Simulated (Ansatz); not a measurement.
A computed series for BP: response to strain

Base system: BP in the zinc blende structure (space group F-43m, No. 216; a = 4.520 Å). Axes: x, y, z lie along the cube axes.

Strains are applied to the cell and any free atomic positions relax; under biaxial strain the out-of-plane vector relaxes too.

Computed with DFT with PBEsol, PAW potentials and a 420 eV plane-wave cutoff in Ansatz (a program for electronic structure), no spin-orbit coupling.

Notes on the quantities. pressure: mean of the normal stresses, compression positive.

```tsv
change	pressure	smallest direct gap	electron mass
base	-0.01 GPa	3.38 eV	1.3 mₑ along k, 0.22 mₑ across (off the special points)
biaxial strain +0.77 %, plane normal [001], relaxed out of plane	-1.95 GPa	3.25 eV	1.2 mₑ along k, 0.22 mₑ across (off the special points)
biaxial strain +1.74 %, plane normal [111], relaxed out of plane	-4.91 GPa	3.12 eV	–
uniaxial strain ε_xx = −1.18 %	2.05 GPa	3.28 eV	1.3 mₑ along k, 0.22 mₑ across (off the special points)
uniaxial strain ε_yy = −0.89 %	1.53 GPa	3.30 eV	1.3 mₑ along k, 0.22 mₑ across (off the special points)
```

Masses are band curvatures over ±0.01 Å⁻¹ around the edge. Along k means along the line from Γ to the band edge. Stability against distortions was not tested. k-point labels follow each cell's own Brillouin zone.
